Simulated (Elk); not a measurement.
Elk run on NaPt (P1, 2 atoms in the cell): self-consistent single point.

Level of theory: LDA (PW92), all-electron FP-LAPW, Elk's shipped species files, default APW+lo basis in Elk 10.2.4.

```
CELL_PARAMETERS angstrom
      2.85097     0.00000     0.00000
     -1.42548     2.46901     0.00000
      0.00000     0.00000     4.88983
ATOMIC_POSITIONS crystal
  Na 0.66306 0.36639 0.49971
  Pt 0.33694 0.63361 0.00029
```

Reference input (self-consistent single point, DFT, PBEsol, all-electron FP-LAPW, Elk's shipped species files, default APW+lo basis): xctype = 22; rgkmax = 7; stype = 0; swidth = 0.00183747 Ha; ngridk = 11 11 6; rmtscf = 0.9. This run's input differs from it in these lines:

```diff
@@ -4,3 +4,3 @@
 xctype
-  22
+  3
```

Output (repeated stretches shortened):

```
│ Self-consistent loop started │
│ Loop number : 1 │
 total energy                :     -18584.0129308
│ Loop number : 2 │
 total energy                :     -18584.9155466
RMS change in Kohn-Sham potential (target) :   0.1839176666     (  0.1000000000E-05)
Absolute change in total energy (target)   :   0.9026157567     (  0.1000000000E-03)
│ Loop number : 3 │
 total energy                :     -18590.2476611
RMS change in Kohn-Sham potential (target) :   0.1218936262     (  0.1000000000E-05)
Absolute change in total energy (target)   :    5.557768415     (  0.1000000000E-03)
│ Loop number : 4 │
   [... lines left out ...]
Absolute change in total energy (target)   :   0.4335397825E-03 (  0.1000000000E-03)
│ Loop number : 15 │
 total energy                :     -18598.1549617
RMS change in Kohn-Sham potential (target) :   0.4231864358E-06 (  0.1000000000E-05)
Absolute change in total energy (target)   :   0.1118126020E-03 (  0.1000000000E-03)
│ Loop number : 16 │
 total energy                :     -18598.1549286
RMS change in Kohn-Sham potential (target) :   0.5903987953E-07 (  0.1000000000E-05)
Absolute change in total energy (target)   :   0.5194833648E-05 (  0.1000000000E-03)
Convergence targets achieved

│ Loop number : 17 │

Energies :
 Fermi                       :     0.211919752326
 total energy                :     -18598.1549237

Density of states at Fermi energy :    29.75601734
 (states/Hartree/unit cell)

Estimated indirect band gap :   0.7808605635E-03
 from k-point    351 to k-point    255
Estimated direct band gap   :   0.2900963946E-01
 at k-point    255

Charges :
 core                        :    50.00000000
 valence                     :    39.00000000
 interstitial                :    2.537341005
 muffin-tins (core leakage)
  species :    1 (Na)
   atom    1                 :    9.985556520     (  0.5129230374E-12)
  species :    2 (Pt)
   atom    1                 :    76.47710248     (  0.6694204546E-03)
 total in muffin-tins        :    86.46265899
 total calculated charge     :    88.99754798
 total charge                :    89.00000000
 error                       :   0.2452019016E-02

│ Self-consistent loop stopped │
```

The run converged in 17 iterations. The count includes the last loop, which Elk runs after its targets are met. 

The starting cell comes from a database of computed structures (which also holds hypothetical and non-ambient phases and stackings), without a prior relaxation at this level. Its atoms were displaced at random from the sites of space group no. 187. Spin-orbit coupling is off. Spin polarisation is off. Values depend on the basis (sphere radii, cutoffs, local orbitals), which need not be converged. The log's line on a gap gives a spacing of levels on this mesh, which the program prints for metals too.

Cost on one core of a shared machine: roughly 2 min.
